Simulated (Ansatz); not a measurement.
# A series of runs on SrSiGe (P-6m2, 3 atoms in the cell)

```xyz
3
Lattice="4.2740 0.0000 0.0000 -2.1370 3.7014 0.0000 0.0000 0.0000 4.4686" Properties=species:S:1:pos:R:3 pbc="T T T"
Sr     2.1370     1.2338     0.0000
Si     0.0000     2.4676     2.2343
Ge     0.0000     0.0000     2.2343
```

Base run A: PBEsol, default PAW files made with PBE (Ansatz, a quantum-chemistry and plane-wave program), self-consistent single point.

Its settings: kpoints.mp_grid.grid = 7 7 6; hamiltonian.xc = pbesol; hamiltonian.pseudopotentials = {kind: paw} (the program's default PAW files); scf.occupations.method = cold; scf.occupations.width = 0.272 eV.

The starting cell comes from a database of computed structures (which also holds hypothetical and non-ambient phases and stackings), without a prior relaxation at this level. Its lattice was rescaled by a random factor within 2.5 % of one. Ansatz's pressure includes its estimate of the finite-basis (Pulay) stress.

ΔF is the free energy per atom less that of run A. 

Runs:
- B: scf.algorithm: default → direct_min
- C: scf.eigensolver.kind: default (the program chose band_cg) → davidson
- D: basis.precision: default → f64
- E: scf.self_checks: default → high

```
run  ΔF (meV/atom)  pressure (GPa)  iterations
---  -------------  --------------  ----------
A             0.00           -0.16           7
B             0.00           -0.16          10
C             0.00           -0.16           7
D             0.00           -0.16           7
E             0.00           -0.16           7
```

Runs B, C, D, E gave the same state as A (within 1 meV/atom). The fewest iterations to that state were 7 (A, C, D, E); the most were 10.

Keys are those of Ansatz 0.2.
